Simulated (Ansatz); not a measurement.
We consider PbZrO₃ (Amm2, No. 38, 5 atoms in the cell; start mp-20337; a measured phase of this formula has another space group), described by HSE06 in Ansatz (plane waves, PAW).

Numerical settings: plane-wave cutoff 460 eV, 6×6×6 k mesh, Fermi–Dirac smearing 0.01 eV, scalar-relativistic PAW data made under PBE.

Cell (relaxed with PBEsol):

```yaml
crystal:
  lattice:
    - [4.11512, 0.00000, 0.00000]
    - [0.00000, 2.93075, 2.99806]
    - [0.00000, -2.93075, 2.99806]
  atoms:
    - { symbol: Zr, position: [0.50000, 0.50758, 0.50758] }
    - { symbol: Pb, position: [0.00000, 0.95019, 0.95019] }
    - { symbol: O, position: [0.50000, 0.02941, 0.56182] }
    - { symbol: O, position: [0.50000, 0.56182, 0.02941] }
    - { symbol: O, position: [0.00000, 0.55799, 0.55799] }
```

Task: Estimate the band gap, smallest direct gap on the k points sampled and Γ–Γ gap that the calculation returns.

Result: 
* **band gap**: 3.68 eV (on the SCF k mesh)
* **smallest direct gap on the k points sampled**: 3.98 eV
* **Γ–Γ gap**: 5.87 eV

Note: cell and atoms aren't relaxed at this level (largest force component 0.12 eV/Å, pressure 0.9 GPa).

Spin–orbit coupling is not included; with these elements it can move the gap by several tenths of an eV or more.

The result took around 5 core-minutes (rough).

A start named mp-… is a Materials Project structure, which need not be a measured phase.

Ansatz is a first-principles code.
